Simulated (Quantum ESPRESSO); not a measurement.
**Refining one setting for Zr₄O (R-3, 15 atoms in the cell)**

```yaml
crystal:
  lattice:
    - [2.82545, 1.63127, 10.37528]
    - [-2.82545, 1.63127, 10.37528]
    - [0.00000, -3.26254, 10.37528]
  atoms:
    - { symbol: Zr, position: [0.62238, 0.96294, 0.29183] }
    - { symbol: Zr, position: [0.37762, 0.03706, 0.70817] }
    - { symbol: Zr, position: [0.29183, 0.62238, 0.96294] }
    - { symbol: Zr, position: [0.70817, 0.37762, 0.03706] }
    - { symbol: Zr, position: [0.96294, 0.29183, 0.62238] }
    - { symbol: Zr, position: [0.03706, 0.70817, 0.37762] }
    - { symbol: Zr, position: [0.12378, 0.46767, 0.78449] }
    - { symbol: Zr, position: [0.87622, 0.53233, 0.21551] }
    - { symbol: Zr, position: [0.78449, 0.12378, 0.46767] }
    - { symbol: Zr, position: [0.21551, 0.87622, 0.53233] }
    - { symbol: Zr, position: [0.46767, 0.78449, 0.12378] }
    - { symbol: Zr, position: [0.53233, 0.21551, 0.87622] }
    - { symbol: O, position: [0.50000, 0.50000, 0.50000] }
    - { symbol: O, position: [0.25006, 0.25006, 0.25006] }
    - { symbol: O, position: [0.74994, 0.74994, 0.74994] }
```

Level of theory: PBEsol, GBRV 1.5 ultrasoft (PBESOL) pseudopotentials (plane waves; Quantum ESPRESSO 7.5).

The starting cell comes from a database of computed structures (which also holds hypothetical and non-ambient phases and stackings), without a prior relaxation at this level. In the base run, with a pressure of about -4 GPa the cell is away from its equilibrium volume at this level.

Held fixed: occupations = smearing; smearing = mp; degauss = 0.0036749 Ry; potentials = {Zr: zr_pbesol_v1.uspp.F.UPF, O: o_pbesol_v1.2.uspp.F.UPF}; K_POINTS = automatic 4 4 4 0 0 0; conv_thr = 1e-09 Ry; mixing_beta = 0.4. Moved along with it: ecutrho.

ΔF is the free energy per atom less that of the last row (40 Ry).

| ecutwfc | ΔF (meV/atom) | pressure (GPa) | largest force (eV/Å) | plane waves | iterations |
|---|---|---|---|---|---|
| 16 Ry | 2282.9 | -71.22 | 0.273 | 2098 | 12 |
| 20 Ry | 652.5 | -26.22 | 0.055 | 2943 | 14 |
| 24 Ry | 190.4 | -12.12 | 0.087 | 3864 | 14 |
| 28 Ry | [?] | -7.13 | 0.105 | 4859 | 14 |
| 32 Ry | [?] | -5.14 | 0.106 | 5948 | 13 |
| 36 Ry | 1.62 | -4.47 | 0.105 | 7093 | 13 |
| 40 Ry | 0.00 | -4.32 | 0.105 | 8331 | 13 |

Q: Complete the blanks.

A: 
- 28 Ry, ΔF (meV/atom): 51.7
- 32 Ry, ΔF (meV/atom): 11.1
